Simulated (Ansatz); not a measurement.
Relaxation of the outer planes of the (111) surface of fcc Au in its 1x1 cell (the real clean face reconstructs), outermost plane spacing 2.40 Å in the ideal cut.

Method: PBE (plane waves to 420 eV, PAW; Ansatz, an electronic-structure program).

Set-up: 5 atoms, 9.6 Å thick at the start (thin: gaps and levels are the slab's own); mesh 15x15x1; 0.1 eV smearing; dipole correction on; all atoms relaxed; held to the start's symmetry, so lower structures may exist; no spin, no spin-orbit, no U.

| plane | atoms | bulk spacing to the next (Å) | relaxed spacing (Å) | change (%) | rumpling (Å) |
|---|---|---|---|---|---|
| 1 | Au | 2.400 | 2.432 | 1.3 | 0.00 |
